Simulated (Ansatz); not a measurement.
Input and output of a self-consistent single point for HgPt₃ (Cmmm, 4 atoms in the cell) (Ansatz, a quantum-chemistry and plane-wave program).

Method of the run: PBEsol, PAW files made with PBE (plane waves; Ansatz).

```
HgPt3
1.0
    2.98345    -4.06675     0.00000
    2.98345     4.06675     0.00000
    0.00000     0.00000     2.97454
Hg Pt
1 3
Direct
  0.00000   0.00000   0.00000
  0.50000   0.50000   0.00000
  0.00000   0.50000   0.50000
  0.50000   0.00000   0.50000
```

Reference input (self-consistent single point, DFT, LDA (PW92), plane waves, PAW files made with PBE): kpoints.mp_grid.grid = 6 6 9; hamiltonian.xc = lda; hamiltonian.pseudopotentials = {kind: paw} (an earlier, softer set of the program's PAW files); scf.occupations.method = gaussian; scf.occupations.width = 0.2 eV. This run's input differs from it in these lines:

Ansatz 0.2 input:
```diff
@@ -15,3 +15,3 @@
 hamiltonian:
-  xc: lda
+  xc: pbesol
   pseudopotentials:
```

Log, with long lists cut:

```
SCF iter   1: F=—  HF=-50827.400655 eV  |F-HF|=—  |Δ(HF+E_count)|=         —  Δρ=9.18e-2  dr2=7.65e0  ethr=3.10e-3  ⟨swp⟩=6.0  Hψ=9416  notcnv=0  defer=7
all-band conjugate gradients solve this SCF's bands
preconditioner: auto → Kerker (q_TF=auto, 2.740 Å⁻¹)
SCF iter   2: F=—  HF=-50825.996721 eV  |F-HF|=—  |Δ(HF+E_count)|=    1.40e0  Δρ=4.51e-2  dr2=1.93e0  ethr=3.10e-3  ⟨swp⟩=2.1  Hψ=4641  notcnv=0  defer=112
   [... lines left out ...]
SCF iter   6: F=—  HF=-50825.583500 eV  |F-HF|=—  |Δ(HF+E_count)|=   1.15e-5  Δρ=1.64e-4  dr2=2.06e-5  ethr=3.30e-7  ⟨swp⟩=2.2  Hψ=3500  notcnv=0  defer=111
SCF iter   7: F=—  HF=-50825.583451 eV  |F-HF|=—  |Δ(HF+E_count)|=   4.96e-5  Δρ=4.10e-5  dr2=1.71e-6  ethr=2.79e-8  ⟨swp⟩=2.0  Hψ=3717  notcnv=0  defer=111
SCF iter   8: F=—  HF=-50825.583450 eV  |F-HF|=—  |Δ(HF+E_count)|=   2.55e-7  Δρ=8.28e-6  dr2=1.11e-7  ethr=2.32e-9  ⟨swp⟩=2.3  Hψ=4857  notcnv=0  defer=111
SCF iter   9: F=-50825.583450 eV  HF=-50825.583450 eV  |F-HF|=6.04e-9  |Δ(HF+E_count)|=   1.21e-8  Δρ=2.59e-6  dr2=9.34e-9  ethr=1.35e-10  ⟨swp⟩=8.7  Hψ=10206  notcnv=0
SCF 1 converged in 9 iterations: F = -50825.583450 eV  dr2 = 9.34e-9
Free energy (F): -50825.583450 eV
Internal energy: -50825.500593 eV  (E = F + TS)
E sigma→0 (E₀):  -50825.542022 eV
Entropy (-TS):   -0.082858 eV (-20.714 meV/atom)
Fermi energy:    18.652757 eV
--- Forces (eV/Å), atoms counted from 1 ---
  atom   1  Hg     0.00000000     0.00000000     0.00000000
   [... zero for the other atoms too ...]
--- Stress (GPa, compression-positive) ---
      -18.867745       0.000000       0.000000
        0.000000     -19.866181       0.000000
        0.000000       0.000000     -20.691718
  P = ⅓ Tr σ = -19.8085 GPa (-198.085 kbar)
  The stress holds the Pulay correction. Without it, at fixed plane waves, as pw.x and ABINIT print it: P = -19.8545 GPa
```

The run converged in 9 iterations. Against the reference run the pressure goes from -23.84 to -19.81 GPa.

The starting cell comes from a database of computed structures (which also holds hypothetical and non-ambient phases and stackings), without a prior relaxation at this level. Its lattice was rescaled by a random factor within 2.5 % of one. Spin polarisation is off. With a pressure of about -20 GPa the cell is away from its equilibrium volume at this level. Ansatz's pressure includes its estimate of the finite-basis (Pulay) stress.
